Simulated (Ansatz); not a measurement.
Monoclinic HfO2 with Ta and N, 48 sites, space group P1.

```
Hf15TaNO31
1.0
   10.31186    -0.00779    -0.00555
   -0.00786    10.41798    -0.02374
   -0.90016    -0.01134     5.27851
Ta Hf N O
1 15 1 31
Direct
  0.13113   0.22015   0.71548
  0.13795   0.72875   0.70866
  0.63756   0.22722   0.70834
  0.63751   0.72841   0.70830
  0.36221   0.27265   0.29146
  0.36183   0.77104   0.29291
  0.86170   0.27204   0.28949
  0.86157   0.77160   0.29206
  0.35996   0.47722   0.78592
  0.36153   0.97832   0.79457
  0.86221   0.47913   0.79030
  0.86325   0.97916   0.79316
  0.13744   0.02289   0.20805
  0.13716   0.52181   0.20741
  0.63808   0.02069   0.20953
  0.63692   0.52122   0.20549
  0.03566   0.09260   0.84762
  0.03299   0.58599   0.84638
  0.53379   0.08519   0.84928
  0.53280   0.58516   0.84706
  0.46444   0.41363   0.14710
  0.46666   0.91327   0.15152
  0.96570   0.41438   0.14858
  0.96648   0.91558   0.15513
  0.46816   0.33647   0.64977
  0.46692   0.83593   0.65167
  0.97266   0.33712   0.64997
  0.96646   0.83529   0.65242
  0.03693   0.16895   0.35567
  0.03354   0.66451   0.34707
  0.53289   0.16305   0.35067
  0.53311   0.66344   0.34782
  0.22027   0.36430   0.96373
  0.22480   0.86988   0.97988
  0.72442   0.37106   0.97506
  0.72440   0.87043   0.97947
  0.28060   0.12760   0.02962
  0.27508   0.62589   0.02299
  0.77559   0.12872   0.02496
  0.77552   0.62756   0.02170
  0.27100   0.12556   0.53506
  0.27535   0.62336   0.52378
  0.77581   0.12198   0.52307
  0.77519   0.62141   0.52169
  0.22742   0.38240   0.46773
  0.22579   0.87996   0.47919
  0.72733   0.37859   0.47571
  0.72423   0.87847   0.47750
```

Level of theory: PBE (plane waves to 420 eV, PAW; Ansatz, an electronic-structure program). Spin–orbit coupling is left out; the runs are not spin-polarised; PBE gaps are too small against experiment. Its k-point mesh 2×2×4, Fermi–Dirac width 0.01 eV.

### Question
List the levels next to the gap at Γ of this cell's own (folded) zone, from the top of the valence band (the table ends after a fixed count of bands, which can cut a degenerate set).

### Answer
| band | E − E_v (eV) |
|---|---|
| v4 | -0.673 |
| v3 | -0.441 |
| v2 | -0.216 |
| v1 | 0.000 |
| c1 | 3.494 |
| c2 | 3.857 |
| c3 | 4.074 |
| c4 | 4.229 |
